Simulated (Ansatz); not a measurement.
Where the default PAW files enter, the runs use the earlier of Ansatz's two default sets.

Consider the following.

```yaml
crystal:
  lattice:
    - [6.59729, 0.00000, 0.00000]
    - [0.00000, 12.45260, 0.00000]
    - [3.29865, 0.00000, 1.90447]
  atoms:
    - { symbol: Zn, position: [0.33333, 0.74993, 0.00000] }
    - { symbol: Zn, position: [0.66667, 0.24993, 0.00000] }
    - { symbol: Zn, position: [0.00000, 0.50000, 0.00000] }
    - { symbol: Zn, position: [0.00000, 0.00000, 0.00000] }
    - { symbol: S, position: [0.33333, 0.93773, 0.00000] }
    - { symbol: S, position: [0.66667, 0.43773, 0.00000] }
    - { symbol: S, position: [0.00000, 0.68734, 0.00000] }
    - { symbol: S, position: [0.00000, 0.18734, 0.00000] }
```

Space group of this cell: P6_3mc. The cell is taken as given.

Transport runs along the normal of the first two printed cell vectors, the (110) plane of the conventional cell.

The gap is the functional's own, uncorrected, and κ follows it; spin-orbit coupling is left out. Mid-gap values are interpolated between the computed energies.

Q: State the band gap and the smallest decay constant κ at mid-gap according to r2SCAN (Ansatz, an electronic-structure program).

A: Gap 2.75 eV on a 16×4×16 mesh; κ = 0.181 1/Å, at the zone centre.
